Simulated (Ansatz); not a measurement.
```
MoPt3
1.0
    2.76303     0.00000     0.00000
    0.00000     4.49923     0.00000
    0.00000     0.00000     4.82325
Mo Pt
1 3
Direct
  0.00000   0.00000   0.15826
  0.50000   0.50000   0.33863
  0.50000   0.00000   0.65685
  0.00000   0.50000   0.84627
```

MoPt3 (Pmm2), PBEsol, DFPT electron-phonon coupling, linearised Boltzmann equation (plane waves, PAW, scalar-relativistic; Ansatz, an electronic-structure program): the phonon-limited resistivity at 300 K is 16.3 μΩ·cm (x, a), 54.0 μΩ·cm (y, b), 23.4 μΩ·cm (z, c). Third figures are kept for the arithmetic.

Question: How anisotropic is it, and between which bounds lies a dense polycrystal with random grains and no boundary scattering?

Answer: Largest over smallest: 3.3. Upper bound, grains in series: (16.3 + 54.0 + 23.4)/3 = 31 μΩ·cm. Lower bound, grains side by side: 3/Σ(1/ρ) = 24 μΩ·cm. The best single-crystal direction lies 33 % under the lower bound.

Question: The current-weighted mean free path is 3.87 nm along x and 3.02 nm along y. How does ρ₀ℓ differ between these directions?

Answer: x: 16.3 × 3.87 = 6.3×10⁻¹⁶ Ω·m²; y: 54.0 × 3.02 = 16.3×10⁻¹⁶ Ω·m², a ratio of 2.6. The size effect in a wire also hangs on the velocities towards its walls, so the isotropic formulas don't carry over to this crystal.

A metal at this level (no band gap). Only scattering by harmonic phonons is included (no impurities, grain boundaries, electron-electron scattering or thermal expansion). Spin-orbit coupling is left out, which matters with elements this heavy. Halving the electron mesh (32x20x20) moves the resistivity by up to 4 % at 300 K, the mean free path by up to 4 %. Smearing 0.20 eV; phonons on a 5x3x3 q mesh, which this run doesn't test.

Computed structure with no diffraction record at hand here (it may be known, metastable or hypothetical): MoPt3 (Pmm2).
